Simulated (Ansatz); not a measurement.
The reference is AgI in the zinc blende structure (space group F-43m, No. 216; a = 6.628 Å).

The values are results of Kohn–Sham DFT with the PBE functional, run in Ansatz (a program for electronic structure) with PAW and 420 eV plane waves, scalar-relativistic without spin-orbit coupling, not measurements.

For the base:

| Item | Result |
|---|---|
| Gap between the host's bands | 1.34 eV |

Perturbation: 0.364 holes added to each cell, a density of 5.0×10^21 cm⁻³, with a uniform compensating background at fixed cell and a 300 K Fermi–Dirac width.

Task: How does this affect the gap between the host's bands and Fermi level from band edge?

Result: The gap between the host's bands grows by 0.26 eV to 1.60 eV; the Fermi level relative to the doped band's edge (positive inside the band; to 0.05 eV) is +0.40 eV.

Carriers are added with a uniform compensating background; total energy and stress of such cells depend on the potential's zero and are not compared; many-body gap narrowing is missing at this level. Spin-orbit coupling, missing from the scalar runs, can matter with I. Stability against distortions was not tested.
